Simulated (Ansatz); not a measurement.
# Ca₃P₂ (space group P-3m1, No. 164; a hypothetical phase, not in the database extracts checked)

```cif
data_Ca3P2
_chemical_formula_sum 'P2 Ca3'
_space_group_name_H-M_alt 'P 1'
_space_group_IT_number 1
_cell_length_a 4.67538
_cell_length_b 4.67538
_cell_length_c 7.03914
_cell_angle_alpha 90.000
_cell_angle_beta 90.000
_cell_angle_gamma 120.000
loop_
_space_group_symop_operation_xyz
  'x, y, z'
loop_
_atom_site_label
_atom_site_type_symbol
_atom_site_fract_x
_atom_site_fract_y
_atom_site_fract_z
_atom_site_occupancy
P1 P 0.33333 0.66667 0.22958 1
P2 P 0.66667 0.33333 0.77042 1
Ca1 Ca 0.00000 0.00000 0.00000 1
Ca2 Ca 0.33333 0.66667 0.66005 1
Ca3 Ca 0.66667 0.33333 0.33995 1
```

Method: Ansatz (a first-principles code), PBE, PAW, cutoff 420 eV, no spin-orbit coupling. Γ-centred 8×8×5 mesh, Fermi–Dirac width 0.05 eV.

The volume per atom is 26.65 Å³, the density is 2.27 g/cm³ and the band gap is 1.39 eV, indirect, Γ → K. The electron mass is 0.69 mₑ along c, 0.91 mₑ across, the hole mass is 0.22 mₑ along c, 2.3 mₑ across and the lowest conduction-band minima above the VBM is K (1/3, 1/3, 0) 1.39 eV; M (1/2, 0, 0) 1.48 eV; Γ 2.02 eV. The total energy comes out as -1393.527 eV/atom (σ→0; compares only within this code and set-up).

Masses are band curvatures over ±0.01 Å⁻¹ around the edge. Whether these cells are dynamically stable was not tested.
